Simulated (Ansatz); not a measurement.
For ZnCdO₂ (P3m1, No. 156, 4 atoms in the cell; start mp-1215505), LDA (Ansatz, an electronic-structure program, plane waves, PAW) gives:

- lattice parameter a: 3.318 Å
- lattice parameter c: 5.563 Å
- bulk modulus B0: 128 GPa
- cohesive energy: 4.14 eV/atom

Problem. What does r²SCAN in Ansatz (PAW) give for the same quantities?

Solution. 
- lattice constant a: 3.380 Å (goes up by 1.9 %)
- lattice parameter c: 5.623 Å (rises by 1.1 %)
- bulk modulus: 118 GPa (decreases by 7.8 %)
- cohesive energy: 3.41 eV/atom (shrinks by 0.73 eV/atom)

Changes are worked out from the printed values.

Unless a cell is named, each level is at its own relaxed cell (LDA 13.26, r²SCAN 13.91 Å³/atom).

Caveats: the bulk modulus is −V dP/dV from two relaxed cells at ±2 % in volume (LDA, r²SCAN); the relaxation could not lower the start's symmetry, so the cell can be a saddle point above a distorted one (LDA, r²SCAN). Ansatz's density-functional and Hartree–Fock values are scalar-relativistic unless marked +SOC, with PAW data made under PBE.

A start named mp-… is a Materials Project structure, which need not be a measured phase.
